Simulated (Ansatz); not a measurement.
Base system: PtGe (space group Pnma, No. 62; a = 5.772 Å, b = 3.713 Å, c = 6.129 Å).

Computed with plane-wave PAW DFT at the r2SCAN level (Ansatz, an electronic-structure program, 500 eV), no SOC.

Base values:

The volume per atom is 16.42 Å³ and the band gap comes out as zero.

It is then changed as follows: cell and atoms relaxed at a pressure of 5 GPa.

Problem. How does this affect the volume per atom?

Solution. The volume per atom shrinks by 0.47 Å³, from 16.42 Å³ to 15.95 Å³.

Problem. Predict the new band gap.

Solution. The band gap stays zero.

Load acts through the strain it causes; cell and atoms are relaxed under it. Whether these cells are dynamically stable was not tested. Competing high-pressure phases were not computed. All final runs are without spin polarisation.
